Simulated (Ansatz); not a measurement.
# V3Si, pressure series

Start from V3Si in the A15 (Cr3Si type) structure (space group Pm-3n, No. 223; a = 4.6495 Å).

Cell and atoms are relaxed at each pressure.

All numbers come from Ansatz (an electronic-structure program) PBEsol, no spin-orbit coupling.

Notes on the quantities. enthalpy: H = E + PV relative to the base's energy.

```csv
case,enthalpy,shortest interatomic distance
base,–,2.325 Å
pressure −2 GPa,-0.16 eV/atom,2.332 Å
pressure −1 GPa,-0.08 eV/atom,2.329 Å
pressure 1.8 GPa,+0.14 eV/atom,2.318 Å
pressure 4.2 GPa,+0.33 eV/atom,2.310 Å
pressure 9 GPa,+0.69 eV/atom,2.294 Å
pressure 18 GPa,+1.36 eV/atom,2.268 Å
pressure 30 GPa,+2.21 eV/atom,2.237 Å
pressure 45 GPa,+3.24 eV/atom,2.205 Å
pressure 60 GPa,+4.22 eV/atom,2.178 Å
```

Load acts through the strain it causes; cell and atoms are relaxed under it. No phonon test of stability was made. Competing high-pressure phases were not computed. Starting moments died away, wholly or in part, for the base; another magnetic solution may exist. The final runs are not spin-polarised.
